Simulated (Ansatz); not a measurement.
Take ZnS in the wurtzite structure (space group P6_3mc, No. 186) as the base.

```cif
data_S2Zn2
_chemical_formula_sum 'Zn2 S2'
_space_group_name_H-M_alt 'P63mc'
_space_group_IT_number 186
_space_group_name_Hall 'P 6c -2c'
_cell_length_a 3.78216
_cell_length_b 3.78216
_cell_length_c 6.20765
_cell_angle_alpha 90.000
_cell_angle_beta 90.000
_cell_angle_gamma 120.000
loop_
_atom_site_label
_atom_site_type_symbol
_atom_site_symmetry_multiplicity
_atom_site_Wyckoff_symbol
_atom_site_fract_x
_atom_site_fract_y
_atom_site_fract_z
_atom_site_occupancy
Zn1 Zn 2 b 0.33333 0.66667 0.00042 1
S1 S 2 b 0.33333 0.66667 0.37458 1
```

Computed with plane-wave PAW DFT at the PBEsol level (Ansatz, a quantum-chemistry and plane-wave program, 420 eV), no SOC.

For the base:

* **Electron mass**: 0.16 mₑ along c, 0.18 mₑ across (at Γ)
* **Gap character**: direct at Γ
* **Band gap**: 2.15 eV

Now apply this change: an isotropic linear strain of +0.60 %, atoms relaxed at fixed cell.

Problem. Estimate the effect on the electron mass, gap character and band gap.

Solution. The electron mass becomes 0.15 mₑ along c, 0.18 mₑ across (at Γ) (base: 0.16 mₑ along c, 0.18 mₑ across (at Γ)); the gap character stays direct at Γ; the band gap shrinks by 0.080 eV, from 2.15 eV to 2.08 eV.

Effective masses come from finite differences of ±0.01 Å⁻¹. Whether these cells are dynamically stable was not tested.
